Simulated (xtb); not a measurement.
xtb 6.7.1, GFN2-xTB: tetramethyldisiloxane anion (C[SiH](C)O[SiH](C)C), charge -1, multiplicity 2, 21 atoms. The geometry is a generated start, not checked to be a minimum at this level.

- method: GFN2-xTB
- --acc: 1 (default)
- --etemp (K): 300 (default)
- detailed input (--input): none: ANC optimiser, Lindh (1995) Hessian, microcycle=20, maxdispl=1.0, hlow=0.01 (default)
- basis functions: 54
- valence electrons: 45

```xyz
21

C      2.1074     1.4608     0.1957
Si     1.5678    -0.2955     0.6805
C      2.3320    -1.5737    -0.4991
O     -0.0510    -0.4414     0.5786
Si    -1.6447    -0.1160     0.5609
C     -1.9263     1.6914     0.0468
C     -2.4612    -1.3038    -0.6756
H      1.8784     1.6786    -0.8448
H      1.6059     2.2082     0.8040
H      3.1773     1.5939     0.3293
H      1.8910    -0.5796     2.0847
H      1.9320    -2.5659    -0.3144
H      3.4096    -1.6236    -0.3726
H      2.1353    -1.3303    -1.5401
H     -2.1079    -0.3543     1.9340
H     -1.5967     1.8730    -0.9730
H     -2.9765     1.9616     0.1049
H     -1.3762     2.3704     0.6926
H     -2.1826    -2.3329    -0.4712
H     -2.1699    -1.0828    -1.6989
H     -3.5437    -1.2383    -0.6222
```

Charge -1 and multiplicity 2 are set for this test and not shown to be the ground state. GFN-xTB has no spin term: --uhf 1 sets the occupations alone.

The structure is relaxed from this start with --opt LEVEL for the levels crude, sloppy, loose, lax, normal, tight, vtight, extreme, once each. Up to the end of the extreme run atoms move by at most 1.1 Å along an axis.

Problem. Choose the cheapest level whose final energy lies within 20 meV of that of extreme.

Solution. lax: 53 cycles against 85, ending 2.3 meV above.

```csv
level,cycles,energy above the extreme run (meV),gradient norm (eV/Å)
crude,6,410,0.32
sloppy,16,360,0.26
loose,35,27,0.19
lax,53,2.3,0.045
normal,60,1.1,0.037
tight,68,0.19,0.0099
vtight,78,0.026,0.0019
extreme,85,—,0.00097
```
